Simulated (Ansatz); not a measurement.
We consider antifluorite K2Te, described by LC-ωPBE (PAW; Ansatz, a program for electronic structure).

Run with plane-wave cutoff 460 eV, 6×6×6 k mesh, Fermi–Dirac smearing 0.01 eV, scalar-relativistic PAW data made under PBE.

Computed points:

| V (Å³/atom) | E − E_lowest (meV/atom) | P (GPa) |
|---|---|---|
| 42.945 | 5.59 | 0.836 |
| 44.379 | 0.68 | 0.275 |
| 45.206 | 0.00 | -0.008 |
| 46.336 | 1.29 | -0.351 |
| 47.466 | 4.84 | -0.651 |

Problem. Estimate the bulk modulus and its pressure derivative from these points.

Solution. V0 = 45.185 Å³/atom, B0 = 14.7 GPa, B′ = 4.4 (fit to the energies at full precision).

Note: the relaxation could not lower the start's symmetry, so the cell can be a saddle point above a distorted one.

Spin–orbit coupling is not included.

Static lattice: no zero-point or thermal effects.

It cost around 16 core-minutes (rough) of CPU time.
